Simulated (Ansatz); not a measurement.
Levels about the gap of amorphous Hf$_{10}$Al$_{10}$O$_{35}$ (55 atoms in a cell of 668 Å³, 6.50 g/cm³; zone centre alone, so wide bands show as single levels with stretches between that a denser mesh fills), at the geometry that PBE relaxed, where it gives 0.0 GPa on a denser mesh. The participation number counts the atoms over which a state spreads; weights are charges in smoothed Voronoi cells. The levels come from a single point, so bond lengths are those of that geometry. Method of the levels: PBE, scalar-relativistic without spin-orbit coupling (Ansatz, a first-principles code). Sampling: the zone centre alone; Fermi-Dirac width 0.02 eV; no spin polarisation. At PBE the levels at the filled edge of the gap are localised (band-tail or defect states), and the nearest spread-out levels lie 4.1 eV apart at the zone centre.

It comes from a melt-quench run on a machine-learned potential (CHGNet), relaxed afterwards by DFT. O atoms were pushed apart under 1.9 Å during the dynamics, to hinder bonds among them. It is the lowest in DFT energy of 2 quenches. It is a model cell: composition and starting density were chosen by hand, and all elements were melted together. No dispersion term was used. Its density started from a set value of 6.50 and ended at 6.50 g/cm³. Cooling (nominally 150 K/ps over its main leg) ran many orders faster than in experiment, which tends to leave more defects and strain. A cell of this size samples the disorder only roughly. The volume was free in the relaxation, at fixed shape. Stress components on the final sampling reach 3.8 GPa.

```csv
"E - E(highest filled), eV",filling,participation number,largest on,weight O,weight Hf,weight Al
-0.84,filled,9.7,"O, 3 neighbours",0.95,0.03,0.02
-0.77,filled,17.5,"O, 3 neighbours",0.94,0.03,0.02
-0.73,filled,8.4,"O, 2 neighbours",0.95,0.02,0.03
-0.62,filled,13.6,"O, 3 neighbours",0.96,0.03,0.02
-0.61,filled,9.7,"O, 3 neighbours",0.94,0.04,0.02
-0.45,filled,8.8,"O, 3 neighbours",0.96,0.03,0.01
0.00,filled,4.9,"O, 3 neighbours",0.95,0.03,0.02
3.44,empty,41.9,"Hf, 6 neighbours",0.57,0.27,0.16
3.97,empty,12.4,"Hf, 6 neighbours",0.38,0.59,0.03
4.10,empty,19.0,"Hf, 6 neighbours",0.43,0.52,0.05
4.14,empty,15.0,"Hf, 6 neighbours",0.37,0.61,0.02
4.29,empty,19.1,"Hf, 7 neighbours",0.37,0.60,0.03
4.35,empty,14.6,"Hf, 7 neighbours",0.38,0.59,0.03
4.44,empty,13.6,"Hf, 6 neighbours",0.35,0.62,0.03
```

Most localised among these is the filled level at +0.00 eV, on a O atom, which has 3 neighbours (Al 1.77 Å, Hf 2.07 Å, Hf 2.30 Å).
